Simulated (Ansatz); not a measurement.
Spacing of the highest filled and lowest empty level at the zone centre in eight small model glasses of hand-chosen composition and density, fast-quenched (anions pushed apart in CHGNet runs), each at its PBE geometry, by PBE and by HSE06 (Ansatz, a program for electronic structure, plane waves, PAW). The cells are the first eight to finish that balance their formal charges, show no moments and no lower geometry on charging where those were tested, and have a gap at both levels; defect levels can set the spacings, and exact exchange is cut at the cells' faces.

```tsv
cell	quench by	pressure (GPa)	levels at the gap	PBE (eV)	experiment, tabulated (eV)
Hf18O37Ba	CHGNet	3.8	localised at the filled edge	4.20	-
Si24O51Y2	CHGNet	0.0	localised at the filled edge	4.25	-
Ga24O39Mo	CHGNet	0.2	localised at the filled edge	1.59	-
In9Ga9Zn9O39Sc2	CHGNet	2.7	localised at the filled edge	1.03	-
Al28O45Sb2	CHGNet	-2.7	localised at the filled edge	2.80	-
Al28O44Ge	CHGNet	-1.7	localised at the filled edge	3.02	-
In24O38Hf	CHGNet	-0.6	localised at the filled edge	0.64	-
Si24O51W	CHGNet	0.0	localised at both edges	2.33	-
```

What does HSE06 give, and how does it move these values against PBE?

Hf18O37Ba 5.74, Si24O51Y2 5.91, Ga24O39Mo 3.30, In9Ga9Zn9O39Sc2 2.54, Al28O45Sb2 4.04, Al28O44Ge 4.72, In24O38Hf 2.01, Si24O51W 3.84 eV. It raises them by +1.23 to +1.70 eV, +1.53 eV on average. A straight line through the eight gives HSE06 = 1.03 × PBE +1.45 eV, with a scatter of 0.15 eV.
